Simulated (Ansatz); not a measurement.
Cu on the 1x1 (0001) surface of hcp Ru, one in a 2x2 cell, energies for each (25.7 Å²). Energies are against an atom of fcc Cu, without zero-point or thermal terms; each row is named by its start.

Calculation: PBE (plane waves to 420 eV, PAW; Ansatz, a program for electronic structure).

**Question.** Which site binds most strongly?
A. hollow Ru-Ru-Ru over Ru at depth 2.1 Å
B. top Ru
C. hollow Ru-Ru-Ru

**Answer.** A, hollow Ru-Ru-Ru over Ru at depth 2.1 Å. Adsorption energies: hollow Ru-Ru-Ru over Ru at depth 2.1 Å 0.41 eV; hollow Ru-Ru-Ru 0.44 eV; top Ru 1.03 eV.
